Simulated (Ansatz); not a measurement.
Functionals compared on the (310) surface of bcc Na in its 1x1 cell, outermost plane spacing 1.33 Å in the ideal cut, in Ansatz (plane waves, PAW). The structure was relaxed with PBE; the other rows are single points on it, each with its references at the same level. Cutoff 420 eV (500 eV for r2SCAN).

Slab: 9 atoms, 10.6 Å thick at the start; k 9x6x1, smearing 0.1 eV, dipole-corrected; all atoms relaxed; held to the part of the start's symmetry that mesh and held atoms allow; no spin, no spin-orbit, no U. These notes are the PBE run's.

| functional | surface energy (J/m²) | work function of the top face (eV) | rough cost of the single point |
|---|---|---|---|
| PBE | 0.23 | 2.72 | – |
| LDA | (withheld) | (withheld) | around 60 core-seconds (rough) |
| PBEsol | 0.25 | 2.73 | about 50 core-seconds (a rough figure) |
| RPBE | 0.20 | 2.65 | about 60 core-seconds (a rough figure) |
| r2SCAN | 0.25 | 2.71 | very roughly 110 core-seconds |

Q: Complete the blanks.

A: 
- LDA, surface energy (J/m²): 0.27
- LDA, work function of the top face (eV): 2.83

Ansatz is a program for electronic structure.
